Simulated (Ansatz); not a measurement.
Take AlN in the wurtzite structure (space group P6_3mc, No. 186; a = 3.0888 Å, c = 4.9433 Å) as the base.

All numbers come from plane-wave PAW DFT at the LDA level (Ansatz, an electronic-structure program, 420 eV), spin-orbit coupling left out.

```tsv
level	band gap	lattice parameter a	lattice parameter c
LDA	4.42 eV	3.089 Å	4.943 Å
```

Measured: band gap 6.51 eV (static lattice; corrected from measurement; as listed in Martin Feneberg et al., Physical Review B (2010)); lattice parameter a 3.1113 Å (0 K or low temperature; as listed in arXiv:1206.3780); lattice parameter c 4.9793 Å (0 K or low temperature; as listed in arXiv:1206.3780).

Computed minus measured — band gap: LDA -2.09 eV; lattice parameter a: LDA -0.7 %; lattice parameter c: LDA -0.7 %. Measured values not marked as corrected hold thermal and zero-point effects that the static-lattice runs lack. A measured gap can be an optical one, lowered by exciton binding.

Stability against distortions was not tested.
